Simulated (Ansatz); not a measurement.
Consider TiO₂ in the rutile structure (space group P4_2/mnm, No. 136; a = 4.591 Å, c = 2.939 Å).

Structures relaxed with Ansatz (an electronic-structure program) PBEsol, no SOC.

Base:

Simulated powder pattern, Cu Kα, λ = 1.54184 Å (kinematic, ideal powder, no thermal factors, no anomalous dispersion; the 8 strongest lines at most, above 2 %, up to 2θ = 90°):

```csv
2θ (°),I/Imax (%),hkl
27.47,100,(110)
36.29,46,(101)
41.44,19,(111)
54.52,58,(211)
56.71,18,(220)
64.14,8.6,(310)
69.21,21,(301)
70.32,10,(112)
```

Modification: cell and atoms relaxed at a pressure of 0.7 GPa.

### Question
How do the reflections move or split?

### Answer

Simulated powder pattern, Cu Kα, λ = 1.54184 Å (kinematic, ideal powder, no thermal factors, no anomalous dispersion; the 8 strongest lines at most, above 2 %, up to 2θ = 90°):

| 2θ (°) | d (Å) | I/Imax (%) | hkl |
|---|---|---|---|
| 27.51 | 3.243 | 100 | (110) |
| 36.32 | 2.473 | 46 | (101) |
| 41.48 | 2.177 | 19 | (111) |
| 54.58 | 1.681 | 58 | (211) |
| 56.78 | 1.621 | 18 | (220) |
| 64.23 | 1.450 | 8.6 | (310) |
| 69.30 | 1.356 | 21 | (301) |
| 70.38 | 1.338 | 10 | (112) |

The indices refer to the base's conventional cell; one index is shown for lines that coincide.

Load acts through the strain it causes; cell and atoms are relaxed under it. Stability against distortions was not tested. The final runs are not spin-polarised.
